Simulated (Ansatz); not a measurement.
Parameter sweep on LuNiGe2 (Cmcm, 8 atoms in the cell)

```
CELL_PARAMETERS angstrom
      1.96018    -8.35961     0.00000
      1.96018     8.35961     0.00000
      0.00000     0.00000     4.02643
ATOMIC_POSITIONS crystal
  Lu 0.89204 0.10796 0.25000
  Lu 0.10796 0.89204 0.75000
  Ni 0.67516 0.32484 0.25000
  Ni 0.32484 0.67516 0.75000
  Ge 0.54140 0.45860 0.25000
  Ge 0.45860 0.54140 0.75000
  Ge 0.25185 0.74815 0.25000
  Ge 0.74815 0.25185 0.75000
```

Base run A: LDA (PW92), PAW files made with PBE in Ansatz (a first-principles code), self-consistent single point.

Its settings: kpoints.mp_grid.grid = 7 7 7; hamiltonian.xc = lda; hamiltonian.pseudopotentials = {kind: paw} (the program's default PAW files); scf.occupations.method = cold; scf.occupations.width = 0.05 eV.

The starting cell comes from a database of computed structures (which also holds hypothetical and non-ambient phases and stackings), without a prior relaxation at this level. Spin polarisation is off. Ansatz's pressure includes its estimate of the finite-basis (Pulay) stress.

Absolute energies have different zeros for different potentials, functionals, Hubbard and dispersion terms and are not compared across them.

Runs:
- B: hamiltonian.xc: lda → pbesol [PBEsol]
- C: hamiltonian.xc: lda → blyp [BLYP]
- D: hamiltonian.xc: lda → r2scan [r2SCAN]

| run | pressure (GPa) | largest force (eV/Å) |
|---|---|---|
| A | -2.59 | 0.043 |
| B | … | 0.091 |
| C | 12.69 | 0.230 |
| D | … | 0.119 |

Problem. Complete the blanks.

Solution. 
- B, pressure (GPa): 1.36
- D, pressure (GPa): 3.26

Left out of this page: 2 runs of the series held back from this collection.

Keys are those of Ansatz 0.2.
